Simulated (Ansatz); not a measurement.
We consider Mo3Os (model structure, started from the Cu3Au type, Pm-3m, No. 221, 4 atoms in the cell), described by PBEsol (plane waves, PAW; Ansatz, a program for electronic structure).

Numerical settings: plane-wave cutoff 520 eV, 14×14×14 k mesh, Fermi–Dirac smearing 0.05 eV, no spin polarisation, scalar-relativistic PAW data made under PBE.

Cell (relaxed at this level):

```cif
data_Mo3Os
_chemical_formula_sum 'Mo3 Os1'
_space_group_name_H-M_alt 'P 1'
_space_group_IT_number 1
_cell_length_a 3.91947
_cell_length_b 3.91947
_cell_length_c 3.91947
_cell_angle_alpha 90.000
_cell_angle_beta 90.000
_cell_angle_gamma 90.000
loop_
_space_group_symop_operation_xyz
  'x, y, z'
loop_
_atom_site_label
_atom_site_type_symbol
_atom_site_fract_x
_atom_site_fract_y
_atom_site_fract_z
_atom_site_occupancy
Mo1 Mo 0.00000 0.50000 0.50000 1
Mo2 Mo 0.50000 0.50000 0.00000 1
Mo3 Mo 0.50000 0.00000 0.50000 1
Os1 Os 0.00000 0.00000 0.00000 1
```

**Question.** Predict the bulk modulus B0.

**Answer.** 
- bulk modulus B0: 300 GPa

Note: the run has no spin polarisation, so it can have missed a magnetic state; the bulk modulus is −V dP/dV from two relaxed cells at ±2 % in volume; the relaxation could raise the start's symmetry but not lower it, so the cell can be a saddle point.

Spin–orbit coupling is not included.

Static lattice: no zero-point or thermal effects.

A model structure was made by putting elements into a prototype or built by hand; it is no filed structure, need not be a known phase, and can be a saddle point held by its symmetry.
